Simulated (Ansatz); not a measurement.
## Habitual settings against a tight run: AlAu3 (P6_3/mmc, 8 atoms in the cell)

Self-consistent single point.

```
CELL_PARAMETERS angstrom
      5.76457     0.00000     0.00000
     -2.88229     4.99227     0.00000
      0.00000     0.00000     4.58438
ATOMIC_POSITIONS crystal
  Al 0.66667 0.33333 0.25000
  Al 0.33333 0.66667 0.75000
  Au 0.34138 0.17069 0.75000
  Au 0.65862 0.82931 0.25000
  Au 0.17069 0.34138 0.25000
  Au 0.82931 0.65862 0.75000
  Au 0.82931 0.17069 0.75000
  Au 0.17069 0.82931 0.25000
```

Computed with PBEsol, PAW files made with PBE (plane waves; Ansatz, an electronic-structure program).

Base settings: basis.ecutwfc = 420 eV; kpoints.mp_grid.grid = 9 9 10; hamiltonian.xc = pbesol; hamiltonian.pseudopotentials = {kind: paw} (the program's default PAW files); scf.occupations.method = methfessel_paxton; scf.occupations.width = 0.2 eV.

Tight run (finer mesh or higher cutoff; not a proven limit): basis.ecutwfc: 420 eV → 590 eV; kpoints.mp_grid.grid: 9 9 10 → 13 13 14; scf.convergence.dr2_threshold: default (1e-07 eV) → 1e-09 eV. It gave Fermi level (on the code's own zero) 18.31 eV; pressure -0.65 GPa; largest force (vector length) 0.078 eV/Å.

Quick runs, as changes from the base:
- A: the base itself
- B: basis.ecutwfc: 420 eV → 335 eV; kpoints.mp_grid.grid: 9 9 10 → 2 2 2
- C: basis.ecutwfc: 420 eV → 335 eV; kpoints.mp_grid.grid: 9 9 10 → 6 6 6; hamiltonian.xc: pbesol → lda; scf.convergence.dr2_threshold: default (1e-07 eV) → 0.001 eV [LDA (PW92)]
- D: basis.ecutwfc: 420 eV → 210 eV; kpoints.mp_grid.grid: 9 9 10 → 4 4 4
- E: basis.ecutwfc: 420 eV → 250 eV; kpoints.mp_grid.grid: 9 9 10 → 6 6 6; scf.convergence.dr2_threshold: default (1e-07 eV) → 0.001 eV

Energies are extrapolated to zero smearing width, which holds to low order in the width alone.

Dashes: energy of C, another energy zero.

† marks runs with another functional, U, potentials or spin treatment: their distance from the tight run is not a convergence error alone.

The count of work is k-points × plane waves × bands × iterations; it is no time. 

Pressures in the table are Ansatz's without its Pulay estimate, at a fixed set of plane waves; the tight run's value above holds the estimate.

The starting cell comes from a database of computed structures (which also holds hypothetical and non-ambient phases and stackings), without a prior relaxation at this level. Its lattice was rescaled by a random factor within 2.5 % of one.

```csv
run,energy less tight (meV/atom),pressure less tight (GPa),largest miss in a force vector (eV/Å),count of work / tight
A,0.1,-0.05,0.015,0.21
B,-2.2,-1.88,0.188,0.0080
C†,–,-5.22,0.022,0.042
D,4531.1,-231.33,0.467,0.012
E,809.5,-57.54,0.092,0.027
```

Among the runs at the tight run's level, the energy misses run from 0.1 to 4531.1 meV/atom.

Left out of this page: 1 run of the series unsound by tests on forces, stress, charge or solver warnings.

Keys are those of Ansatz 0.2.
